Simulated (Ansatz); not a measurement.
A user runs Ansatz (a first-principles code) on Ta2P (P4/nmm, 6 atoms in the cell) and asks whether the run is sound. The aim is a self-consistent single point with DFT, LDA (PW92), plane waves, default PAW files made with PBE.

Cell that was meant: a = 4.2382 Å, b = 4.2382 Å, c = 6.4668 Å, α = 90.00°, β = 90.00°, γ = 90.00°.

Part of the input:

Ansatz 0.2 input:
```yaml
  pseudopotentials: { kind: paw }
scf:
  occupations: { method: cold, width: 0.1 eV }
  max_iter: 40
  convergence: { dr2_threshold: 1.0e-22 eV }
output:
  forces: true
  eigenvalues: true
```

Output (repeated stretches shortened):

```
WARN basis.ecutwfc = 420 eV, the default
WARN ansatz: RAYON_NUM_THREADS=1 ignored (pool sized by the plan → 1); use --threads N
   [... lines left out ...]
PAW frozen core: P, regenerated for the run's functional, and the local potential with it
Initial density: superposition of atomic densities (neutral atoms: chi_scale 0, normalization atom), corrected by the library's trained network
Initial wavefunctions: pseudopotential atomic-orbital guess
Eigensolver: davidson
Functional: x = slater, c = lda
SCF iter   1: F=—  HF=-40181.080825 eV  |F-HF|=—  |Δ(HF+E_count)|=         —  Δρ=9.92e-3  dr2=2.71e-1  ethr=1.77e-3  ⟨swp⟩=6.0  Hψ=1951  notcnv=0
all-band conjugate gradients solve this SCF's bands
preconditioner: auto → Kerker (q_TF=auto, 2.457 Å⁻¹)
SCF iter   2: F=—  HF=-40181.047918 eV  |F-HF|=—  |Δ(HF+E_count)|=   3.29e-2  S|Δr|=    0.00e0  Δρ=4.86e-3  dr2=5.76e-2  ethr=4.37e-4  ⟨swp⟩=1.0  Hψ=552  notcnv=0
   [... lines left out ...]
SCF iter  16: F=—  HF=-40181.036794 eV  |F-HF|=—  |Δ(HF+E_count)|=    0.00e0  S|Δr|=    0.00e0  Δρ=1.53e-12  dr2=4.44e-21  ethr=9.19e-19 (applied; sched 1.00e-12)  ⟨swp⟩=1.0  Hψ=443  notcnv=0  defer=13
SCF iter  17: F=—  HF=-40181.036794 eV  |F-HF|=—  |Δ(HF+E_count)|=  7.28e-12  S|Δr|=    0.00e0  Δρ=5.60e-13  dr2=6.76e-22  ethr=9.19e-19 (applied; sched 1.00e-12)  ⟨swp⟩=1.0  Hψ=443  notcnv=0  defer=13
SCF iter  18: F=-40181.036794 eV  HF=-40181.036794 eV  |F-HF|=2.91e-11  |Δ(HF+E_count)|=  1.46e-11  S|Δr|=    0.00e0  Δρ=1.15e-13  dr2=1.55e-23  ethr=1.00e-12  ⟨swp⟩=4.9  Hψ=1110  notcnv=0
SCF 1 converged in 18 iterations: F = -40181.036794 eV  dr2 = 1.55e-23
Stability not checked (fill_not_monotonic)
Free energy (F): -40181.036794 eV
Internal energy: -40181.015465 eV  (E = F + TS)
E sigma→0 (E₀):  -40181.029684 eV
Entropy (-TS):   -0.021328 eV (-3.555 meV/atom)
Fermi energy:    14.064747 eV
--- Forces (eV/Å), atoms counted from 1 ---
  atom   1  Ta     0.00000000     0.00000000     0.00000000
  atom   2  Ta     0.00000000     0.00000000     0.00000000
  atom   3  Ta     0.00000000     0.00000000     2.89708118
   [... lines left out ...]
  atom   6  P      0.00000000     0.00000000    -0.78575695
--- Stress (GPa, compression-positive) ---
      -15.268813       0.000000       0.000000
        0.000000     -15.268813       0.000000
        0.000000       0.000000     -10.778236
  P = ⅓ Tr σ = -13.7720 GPa (-137.720 kbar)
  The stress holds the Pulay correction. Without it, at fixed plane waves, as pw.x and ABINIT print it: P = -13.8107 GPa
```

Q: Is this run sound? If not, what is wrong?

A: The results can be used. The input holds a threshold far tighter than needed, beside a limit on iterations, which can do harm: each further decade of the residual costs iterations, and near the noise of double precision and of the grids the loop may never get there. Here it did none. The run converged in 18 iterations, and against the sound input the free energy stays essentially unchanged (within 1 meV/atom), the pressure stays at -13.77 GPa and the largest force stays at 2.897 eV/Å. It cost iterations: the sound input took 7.

An input that runs soundly differs in these lines (not the only fix; some lines may just follow from the change or write a value another way):
```diff
-  max_iter: 40
-  convergence: { dr2_threshold: 1.0e-22 eV }
```

With that input, the run converged in 7 iterations: free energy E − TS (on the zero of these files) -40181.0368 eV; Fermi level (on the code's own zero) 14.06 eV; pressure -13.77 GPa; largest force (vector length) 2.897 eV/Å (DFT, LDA (PW92), plane waves, default PAW files made with PBE).

On the sound input: the starting cell was generated: these elements placed on a structure prototype, without a prior relaxation; it need not be a known phase or ordering of this composition. Spin polarisation is off. With a pressure of about -14 GPa the cell is away from its equilibrium volume at this level. Forces in this geometry exceed 1 eV/Å. Ansatz's pressure includes its estimate of the finite-basis (Pulay) stress. Without a gap this mesh is coarse (it stands for a supercell whose shortest vector is 17 Å).
